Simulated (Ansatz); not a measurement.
```
BeTe
1.0
    0.03971     2.77712     2.77712
    2.77712     0.03971     2.77712
    2.81684     2.81684     0.00000
Be Te
1 1
Direct
  0.00186   0.00186   0.99814
  0.24814   0.24814   0.25186
```

No spin polarisation.

Level of theory: LDA (Ansatz, an electronic-structure program; PAW; 420 eV plane waves; spin-orbit coupling left out). Settings: 10×10×10 k-points, 0.05 eV Fermi–Dirac smearing.

Predict the pressure, band gap and valence-band top at Γ.

Pressure (mean of the normal stresses, compression positive): 0.03 GPa
Band gap: 1.62 eV
Valence-band top at Γ (three highest levels, from the VBM): 0.00, -0.13, -0.25 eV

With Te present, leaving out spin-orbit coupling can change the band edges. The cells carry an imposed strain or load. Stability against distortions was not tested. The cell was made from BeTe in the zinc blende structure (space group F-43m, No. 216) by this change: tensor shear ε_xy = +1.43 %.
